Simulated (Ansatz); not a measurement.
An Ansatz (a quantum-chemistry and plane-wave program) run: MoTe2 with a change (biaxial strain −2.40 %, plane normal [001], relaxed out of plane); PBEsol-D3(BJ), PAW, 420 eV (Ansatz; no SOC).

Input:

Ansatz 0.2 input:
```yaml
crystal:
  lattice:
    - [3.351603795, 0, 0]
    - [1.6758018975, 2.9025740299, 0]
    - [0, 0, 13.4893612019]
  atoms:
    - { symbol: Te, position: [0.6666666667, 0.6666666667, 0.3862072781] }
    - { symbol: Te, position: [0.3333333333, 0.3333333333, 0.8862072781] }
    - { symbol: Te, position: [0.3333333333, 0.3333333333, 0.6137927219] }
    - { symbol: Te, position: [0.6666666667, 0.6666666667, 0.1137927219] }
    - { symbol: Mo, position: [0.6666666667, 0.6666666667, 0.75] }
    - { symbol: Mo, position: [0.3333333333, 0.3333333333, 0.25] }
basis: { ecutwfc: 420, ecutrho_ratio: 4, xc_grid: 2, fft_grid_basis: typed }
kpoints: { mp_grid: { grid: [11, 11, 3] } }
hamiltonian:
  xc: pbesol
  dispersion: d3bj
  pseudopotentials: { kind: paw }
scf: { occupations: { method: fermi_dirac, width: 0.05 } }
relax: { f_tol: 0.005, max_steps: 50, cell: { stress_tol: 0.01, fix: [a, b, gamma] } }
output: { forces: true, stress: true }
checkpoint: { write: state.ck, write_every: 1000 }
```

Output (explanatory and most iteration lines left out):

```
Relaxation: its limit of steps is 50 (relax.max_steps)
Pseudopotential: Te, paw, valence charge 16
Pseudopotential: Mo, paw, valence charge 14
Crystal: 6 atoms, lattice volume = 131.228 Å³
Basis set: ecut = 420 eV, 2589 PW (Γ), exchange–correlation on 48×48×192 points (8 copies of the dense FFT grid, shifted against one another)
Bands: 56, of which v1, the nominal top of the filled ones, is band 46 counted from 1 (45 counted from 0)
Symmetry: 24 space group operations
Space group: P63/mmc (ITA 194), of the structure as read, at distance tolerance 5.1e-5 Å
k-points: 32 of 363
Functional: x = pbesol(κ = 0.804, μ = 0.12345679012345678), c = pbesol(β = 0.046)
SCF iter   1: F=—  HF=-37405.897181 eV  |F-HF|=—  |Δ(HF+E_count)|=         —  Δρ=6.80e-3  dr2=4.61e-2  ethr=1.77e-3  ⟨swp⟩=7.3  Hψ=6979  notcnv=0  defer=5
SCF iter   2: F=—  HF=-37405.893248 eV  |F-HF|=—  |Δ(HF+E_count)|=   3.93e-3  Δρ=3.56e-3  dr2=1.15e-2  ethr=5.02e-5  ⟨swp⟩=2.1  Hψ=2636  notcnv=0  defer=16
SCF 1 converged in 6 iterations: F = -37405.893061 eV  dr2 = 2.36e-8
relax step   1: F+E_penalty+E_count = -37405.89306059 eV  Δ(F+E_penalty+E_count) = +0.000e0 eV  max|allowed force component| = 1.952e-1 eV/Å  Δτ_max = 0.0000 Å  P = +3.986 GPa  Ω = 131.228 Å³  fix = [a, b, gamma]  reactions: a +5.285, b +5.285 GPa  (6 SCF iters, dr2 threshold 1.00e-7 eV, accepted)
[... steps on the carried basis left out ...]
relax step   5: F+E_penalty+E_count = -37405.89771851 eV  Δ(F+E_penalty+E_count) = -7.485e-6 eV  max|allowed force component| = 1.083e-4 eV/Å  Δτ_max = 0.0013 Å  P = +3.137 GPa  Ω = 131.235 Å³  energy of the carried Pulay correction = -1.681e-6 eV  fix = [a, b, gamma]  reactions: a +4.703, b +4.703 GPa  (6 SCF iters, dr2 threshold 1.39e-8 eV, accepted)
Crystal: 6 atoms, lattice volume = 131.235 Å³
SCF iter   1: F=—  HF=-37405.897735 eV  |F-HF|=—  |Δ(HF+E_count)|=         —  Δρ=7.24e-7  dr2=5.35e-10  ethr=8.76e-8  ⟨swp⟩=3.9  Hψ=11665  notcnv=0
SCF iter   2: F=—  HF=-37405.897719 eV  |F-HF|=—  |Δ(HF+E_count)|=   1.59e-5  Δρ=3.73e-7  dr2=1.34e-10  ethr=1.00e-12  ⟨swp⟩=4.0  Hψ=5146  notcnv=0
SCF 6 converged in 9 iterations: F = -37405.897719 eV  dr2 = 3.08e-15
SCF converged after 9 iterations
Free energy (F): -37405.897719 eV
Internal energy: -37405.896982 eV  (E = F + TS)
E sigma→0 (E₀):  -37405.897350 eV
Entropy (-TS):   -0.000738 eV (-0.123 meV/atom)
Fermi energy:    15.109576 eV
  E_disp       = -3.537013  (pairwise vdW)
--- Forces (eV/Å), atoms counted from 1 ---
  atom   1  Te     0.00000000    -0.00000000    -0.00010823
  atom   2  Te    -0.00000000     0.00000000    -0.00010823
  atom   3  Te    -0.00000000     0.00000000     0.00010823
  atom   4  Te     0.00000000    -0.00000000     0.00010823
  atom   5  Mo     0.00000000    -0.00000000     0.00000000
  atom   6  Mo    -0.00000000     0.00000000     0.00000000
--- Stress (GPa, compression-positive) ---
        4.703382       0.000000       0.000000
       -0.000000       4.703382       0.000000
        0.000000       0.000000       0.002571
  P = ⅓ Tr σ = 3.1364 GPa (31.364 kbar)
--- Relaxed structure (5 steps of the walk, 4 accepted, 1 SCFs on fresh bases) ---
  cell:  # Å, volume = 131.2355 Å³
    - [3.3516037950055817, 2.174258923807687e-99, 0.0]
    - [1.6758018975027908, 2.902574029895166, 0.0]
    - [0.0, 0.0, 13.490101777526299]
  atoms:
    - { symbol: Te, position: [0.666666666666667, 0.6666666666666666, 0.3870907741609119] }
    - { symbol: Te, position: [0.3333333333333335, 0.3333333333333333, 0.8870907741609119] }
    - { symbol: Te, position: [0.3333333333333335, 0.3333333333333333, 0.6129092258390881] }
    - { symbol: Te, position: [0.666666666666667, 0.6666666666666666, 0.11290922583908808] }
    - { symbol: Mo, position: [0.666666666666667, 0.6666666666666666, 0.75] }
    - { symbol: Mo, position: [0.3333333333333335, 0.3333333333333333, 0.25] }
```

Spin-orbit coupling, missing from the scalar runs, can matter with Te. No phonon test of stability was made. The cell was made from MoTe2 (space group P6_3/mmc, No. 194; layered, stacked along the Cartesian z axis) by this change: biaxial strain −2.40 %, plane normal [001], relaxed out of plane.
